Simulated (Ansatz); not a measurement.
**Cu, pressure series**

The reference is Cu in the fcc (Cu type) structure (space group Fm-3m, No. 225; a = 3.564 Å).

Cell and atoms are relaxed at each pressure.

All numbers come from Ansatz (a program for electronic structure), PBEsol, PAW, cutoff 420 eV, no SOC.

Notes on the quantities. enthalpy: H = E + PV relative to the base's energy.

| variant | shortest interatomic distance | density | enthalpy |
|---|---|---|---|
| base | 252.0 pm | 9.33 g/cm³ | – |
| pressure −2 GPa | 253.0 pm | 9.21 g/cm³ | -0.14 eV/atom |
| pressure −1 GPa | 252.5 pm | 9.27 g/cm³ | -0.07 eV/atom |
| pressure 3 GPa | 250.6 pm | 9.49 g/cm³ | +0.21 eV/atom |
| pressure 7 GPa | ? | ? | +0.48 eV/atom |
| pressure 15 GPa | 245.9 pm | 10.04 g/cm³ | +1.02 eV/atom |
| pressure 30 GPa | 241.4 pm | 10.61 g/cm³ | +1.98 eV/atom |
| pressure 50 GPa | 236.8 pm | 11.24 g/cm³ | +3.18 eV/atom |
| pressure 75 GPa | 232.3 pm | 11.90 g/cm³ | +4.60 eV/atom |
| pressure 100 GPa | 228.8 pm | 12.47 g/cm³ | +5.95 eV/atom |

Fill in the withheld entries from the trend.


- pressure 7 GPa, shortest interatomic distance: 248.8 pm
- pressure 7 GPa, density: 9.69 g/cm³

Load acts through the strain it causes; cell and atoms are relaxed under it. No phonon test of stability was made. Competing high-pressure phases were not computed. All final runs are without spin polarisation.
